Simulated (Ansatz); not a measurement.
Smallest direct gap on the k points sampled of Hf2N2O (P2₁/m, No. 11, 10 atoms in the cell; start mp-776205) at several levels of theory

No measured value is used here.

| level (code) | value (eV) | cell (Å³/atom) |
|---|---|---|
| LDA (Ansatz) | 1.61 | 11.90 |
| PBEsol (Ansatz) | 1.67 | 12.21 |
| r²SCAN (Ansatz) | 2.10 | 12.21 |
| r²SCAN+rVV10 (Ansatz) | 2.14 | 12.30 |
| dielectric-dependent PBEsol hybrid (Ansatz) | 2.48 | 12.21 |
| HSE06 (Ansatz) | 2.76 | 12.21 |
| HSE06+SOC (Ansatz) | 2.73 | 12.21 |
| PBE0 (Ansatz) | 3.45 | 12.21 |

At these levels the smallest gap is indirect and lower: LDA 0.99, PBEsol 1.07, r²SCAN 1.53, r²SCAN+rVV10 1.53, dielectric-dependent PBEsol hybrid 1.90, HSE06 2.22, HSE06+SOC 2.20, PBE0 2.91 eV. Computed values are for a static lattice. Spin–orbit coupling is included only where a level's name says +SOC; with heavier elements it mostly lowers gaps and can invert bands.  Values are at the PBEsol cell; LDA at the level's own equilibrium cell; r²SCAN+rVV10 at the level's own relaxed cell. Cutoffs and k meshes differ between the levels. Ansatz's density-functional and Hartree–Fock values are scalar-relativistic unless marked +SOC, with PAW data made under PBE.

A start named mp-… is a Materials Project structure, which need not be a measured phase.

Ansatz is a first-principles code.
